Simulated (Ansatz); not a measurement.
# PBE against r2SCAN: MnSi, pressure 9 GPa

Base system: MnSi (space group P2_13, No. 198; a = 4.518 Å; ferromagnetic).

(Cell as relaxed with PBE.)

Levels (all Ansatz, an electronic-structure program, PAW, earlier PAW set): PBE (420 eV, scalar-relativistic without spin-orbit coupling); r2SCAN (500 eV, without spin-orbit coupling).

Each level relaxes its own structure.

| base | PBE | r2SCAN |
|---|---|---|
| volume per atom | 11.53 Å³ | 11.85 Å³ |
| lattice parameter a | 8.538 bohr | 8.618 bohr |
| band gap | zero | zero |
| largest site moment | 0.98 μB | 2.19 μB |

Modification: cell and atoms relaxed at a pressure of 9 GPa.

| quantity | PBE | r2SCAN |
|---|---|---|
| lattice parameter a | 8.424 bohr | [?] |
| largest site moment | 0.92 μB | [?] |

Task: Predict the r2SCAN column.

Result: 
- lattice parameter a, r2SCAN: 8.492 bohr
- largest site moment, r2SCAN: 2.11 μB

PBE's lattice parameter a lies 0.068 bohr below r2SCAN's (0.8 %); PBE's largest site moment lies 1.19 μB below r2SCAN's. Neither level is exact; r2SCAN is the comparison here, not a measurement.

Other magnetic orders, which the real material may have, were not ruled out. Load acts through the strain it causes; cell and atoms are relaxed under it. No phonon test of stability was made. Competing high-pressure phases were not computed.
